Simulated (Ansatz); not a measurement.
AlB2-type TiB₂, treated with LDA (Ansatz, a first-principles code, plane waves, PAW).

Numerical settings: plane-wave cutoff 500 eV, 18×18×12 k mesh (along the axes of the cell as run), Fermi–Dirac smearing 0.05 eV, no spin polarisation, scalar-relativistic PAW data made under PBE.

Computed at the level's own relaxed cell.

Question: What does this level give for the volume per atom, lattice constant a and c axis length?

Answer: 
* **volume per atom**: 8.17 Å³/atom
* **lattice constant a**: 2.994 Å
* **c axis length**: 3.160 Å

Measured, for comparison: lattice constant a 3.029 Å, lattice parameter c 3.229 Å (293 K, not corrected to a static lattice; as tabulated in R. G. Munro, J. Res. NIST 105, 709 (2000), Material Properties of Titanium …). Computed (rounded) less measured: lattice constant a -1.2 %, lattice parameter c -2.1 %. A static lattice is as a rule a little smaller and stiffer than an uncorrected measurement, which narrows the difference in the lattice constant a and would widen misses of the other sign.

Static lattice: no zero-point or thermal effects.
